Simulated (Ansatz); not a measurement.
Results of PBEsol in Ansatz (plane waves, PAW) for LaOF (P4/nmm, No. 129, 6 atoms in the cell; start mp-7100).

Settings: plane-wave cutoff 520 eV, 8×8×6 k mesh (along the axes of the cell as run), scalar-relativistic PAW data made under PBE.

Computed at the level's own relaxed cell.

```xyz
6
Lattice="4.0402 0.0000 0.0000 0.0000 4.0402 0.0000 0.0000 0.0000 5.7779" Properties=species:S:1:pos:R:3 pbc="T T T"
La     2.0201     0.0000     4.1376
La     0.0000     2.0201     1.6404
O      0.0000     0.0000     2.8890
O      2.0201     2.0201     2.8890
F      2.0201     2.0201     0.0000
F      0.0000     0.0000     0.0000
```

Q: Give the elastic tensor (Voigt notation, GPa, ions relaxed, in the Cartesian axes of the cell as printed).

A: 
```
  187.1    97.1    70.2     0.0     0.0     0.0
   97.1   187.1    70.2     0.0     0.0     0.0
   70.2    70.2   193.4     0.0     0.0     0.0
    0.0     0.0     0.0    40.3     0.0     0.0
    0.0     0.0     0.0     0.0    40.3     0.0
    0.0     0.0     0.0     0.0     0.0    75.2
```

Note: the relaxation could not lower the start's symmetry, so the cell can be a saddle point above a distorted one.

A start named mp-… is a Materials Project structure, which need not be a measured phase.

Ansatz is an electronic-structure program.
